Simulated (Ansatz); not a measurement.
The reference is CuI in the zinc blende structure (space group F-43m, No. 216; a = 6.078 Å).

The values are results of PBE in Ansatz (plane waves to 420 eV, PAW, no spin-orbit coupling), earlier PAW set, not measurements.

Base values:

| Quantity | Value |
|---|---|
| Hole mass | 0.22, 0.75, 0.75 mₑ (at Γ) |
| Volume per atom | 28.06 Å³ |

Modification: every I is replaced by Cl, then cell and atoms are relaxed.

**Question.** Predict the new hole mass.

**Answer.** The hole mass (degenerate bands, along [100]) changes from 0.22, 0.75, 0.75 mₑ (at Γ) to 0.39, 1.6, 1.6 mₑ (at Γ).

**Question.** Estimate the effect on the volume per atom.

**Answer.** The volume per atom decreases by 8.127 Å³ to 19.94 Å³.

With I present, leaving out spin-orbit coupling can change the band edges. The levels and masses belong to the bands next to the band gap. Masses are band curvatures over ±0.01 Å⁻¹ around the edge. Stability against distortions was not tested. No Hubbard U is applied. All final runs are without spin polarisation.

Ansatz is a first-principles code.
